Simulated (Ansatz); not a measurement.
**How the smallest direct gap on the k points sampled of Zn₄Te₃S (model structure, P-4m2, No. 115, 8 atoms in the cell) moves with the method**

No measured value is used here.

| level (code) | value (eV) | cell (Å³/atom) |
|---|---|---|
| LDA (Ansatz) | 1.07 | 24.66 |
| PBE (Ansatz) | 0.98 | 26.96 |
| PBE+SOC (Ansatz) | 0.91 | 25.54 |
| PBEsol (Ansatz) | 1.06 | 25.54 |
| r²SCAN (Ansatz) | 1.60 | 26.12 |
| r²SCAN+SOC (Ansatz) | 1.41 | 25.54 |
| HSE06 (Ansatz) | 2.12 | 25.54 |

Computed values are for a static lattice. Spin–orbit coupling is included only where a level's name says +SOC; with heavier elements it mostly lowers gaps and can invert bands.  Values are at the level's own equilibrium cell; PBE+SOC at the PBEsol cell; r²SCAN+SOC at the PBEsol cell; HSE06 at the PBEsol cell. Cutoffs and k meshes differ between the levels. Ansatz's density-functional and Hartree–Fock values are scalar-relativistic unless marked +SOC, with PAW data made under PBE.

A model structure was made by putting elements into a prototype or built by hand; it is no filed structure, need not be a known phase, and can be a saddle point held by its symmetry.

Ansatz is a program for electronic structure.
